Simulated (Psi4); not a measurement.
Psi4 1.11, PBE0/def2-svp: C(#Cc1scc2c1OCCO2)c1ccc2c(c1)sc1ccccc12, 36 atoms. The geometry is a generated start, not checked to be a minimum at this level.

| Property | Result |
|---|---|
| task | energy |
| method | pbe0 |
| basis | def2-svp |
| scf_type | df (default) |
| guess | auto, which took SAD (default) |
| diis_max_vecs | 10 (default) |
| scf_initial_accelerator | adiis (default) |
| e_convergence | 1e-06 (default) |
| d_convergence | 1e-06 (default) |
| dft_radial_points | 75 (default) |
| dft_spherical_points | 302 (default) |
| basis functions | 404 |
| grid points | 739611 |

On 4 threads. Build: conda-forge: OpenMP (LLVM), MKL, Libint2. Each setting ran once; only counts and results are compared.

Values of memory tried: 8 GB, 4 GB, 2 GB, 1 GB, 0.5 GB, 0.3 GB.

Problem. What happens as the memory setting falls?

Solution. It runs down to 0.3 GB, the lowest tried, with the same result. At 8 GB: SCF: fitted integrals in core. From 2 GB down: SCF: fitted integrals on disk.

| memory | path | peak memory |
|---|---|---|
| 8 GB | SCF: fitted integrals in core | 5.9 GiB |
| 4 GB | SCF: fitted integrals in core | 3.7 GiB |
| 2 GB | SCF: fitted integrals on disk | 1.7 GiB |
| 1 GB | SCF: fitted integrals on disk | 1.0 GiB |
| 0.5 GB | SCF: fitted integrals on disk | 0.70 GiB |
| 0.3 GB | SCF: fitted integrals on disk | 0.57 GiB |

Peak memory is the kernel's count for the largest process, libraries included and scratch files not. The peak passes the setting at 1 GB, 0.5 GB, 0.3 GB: it is no hard cap.
